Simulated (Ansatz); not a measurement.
## Co in the hcp (Mg type) structure (space group P6_3/mmc, No. 194; ferromagnetic)

Space group P6₃/mmc (No. 194); a = 2.4573 Å, b = 2.4573 Å, c = 3.9686 Å, α = 90.00°, β = 90.00°, γ = 120.00°

| atom | site | symmetry | x | y | z |
|---|---|---|---|---|---|
| Co | 2d | -6m2 | 0.6667 | 0.3333 | 0.2500 |

Method: Ansatz (a program for electronic structure), PBEsol, PAW, cutoff 420 eV, spin-orbit coupling left out. Settings: 22×22×12 k-points, 0.05 eV Fermi–Dirac smearing.

The volume per atom is 10.38 Å³ and the density is 9.43 g/cm³. The band gap is zero, the magnetic state is ferromagnetic and the total energy is -5092.993 eV/atom (σ→0; compares only within this code and set-up).

Other magnetic orders, which the real material may have, were not ruled out. Whether these cells are dynamically stable was not tested.
